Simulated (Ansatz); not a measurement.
SiC (model structure, from the CsCl type, Pm-3m, No. 221) was calculated with r²SCAN (Ansatz, an electronic-structure program, plane waves, PAW).

Input:

Ansatz 0.2 input:
```yaml
crystal:
  lattice:
    - [2.6197855481, 0.0, 0.0]
    - [0.0, 2.6197855481, 0.0]
    - [0.0, 0.0, 2.6197855481]
  atoms:
    - { symbol: Si, position: [0.0, 0.0, 0.0] }
    - { symbol: C, position: [0.5, 0.5, 0.5] }
basis:
  ecutwfc: 560
  ecutrho_ratio: 4
  xc_grid: 3
kpoints:
  mp_grid: { grid: [20, 20, 20] }
hamiltonian:
  xc: r2scan
  dispersion: none
  pseudopotentials: { kind: paw }
scf:
  occupations: { method: fermi_dirac, width: 0.05 }
  convergence: { dr2_threshold: 0.0000000002 }
output:
  forces: true
  stress: true
  eigenvalues: true
```

Q: How many irreducible k-points, plane waves at Γ does the program set up, and what pressure does the run end with?

A: 286 irreducible k-points, 515 plane waves at Γ; P = -0.14 GPa, so the cell is stretched and would shrink at this level.

From the output:

```
Crystal: 2 atoms, lattice volume = 17.980 Å³
Basis set: ecut = 560 eV, 515 PW (Γ), exchange–correlation on 72×72×72 points (27 copies of the dense FFT grid, shifted against one another)
Bands: 8, of which v1, the nominal top of the filled ones, is band 4 counted from 1 (3 counted from 0)
Symmetry: 48 space group operations
Space group: Pm-3m (ITA 221), of the structure as read, at distance tolerance 2.6e-5 Å
k-points: 286 of 8000
Functional: x = r2scan, c = r2scan; τ floored in thin density (d = 2e-4 eV/Å³)
SCF iter   1: F=—  HF=-886.616122 eV  |F-HF|=—  |Δ(HF+E_count)|=         —  Δρ=1.46e-2  dr2=3.43e-2  dr2_τ=4.10e-2
SCF iter   2: F=—  HF=-886.655683 eV  |F-HF|=—  |Δ(HF+E_count)|=   3.96e-2  Δρ=5.44e-3  dr2=6.23e-3  dr2_τ=1.42e-3
  ...
SCF iter   6: F=—  HF=-886.654838 eV  |F-HF|=—  |Δ(HF+E_count)|=   7.96e-7  Δρ=6.20e-6  dr2=4.09e-9  dr2_τ=2.22e-10
SCF iter   7: F=-886.654838 eV  HF=-886.654838 eV  |F-HF|=2.89e-11  |Δ(HF+E_count)|=   3.75e-9  Δρ=4.10e-7  dr2=2.00e-11  dr2_τ=1.00e-12
SCF 1 converged in 7 iterations: F = -886.654838 eV  dr2 = 2.00e-11
SCF converged after 7 iterations
Free energy (F): -886.654838 eV
Internal energy: -886.648733 eV  (E = F + TS)
E sigma→0 (E₀):  -886.651785 eV
Fermi energy:    13.185072 eV
--- Stress (GPa, compression-positive) ---
       -0.141138       0.000000       0.000000
        0.000000      -0.141138       0.000000
        0.000000       0.000000      -0.141138
  P = ⅓ Tr σ = -0.1411 GPa (-1.411 kbar)
```

The PAW data were made under PBE.

Note: the cell keeps the symmetry of its start, so it can be a saddle point.

A model structure was made by putting elements into a prototype or built by hand; it is no filed structure, need not be a known phase, and can be a saddle point held by its symmetry.
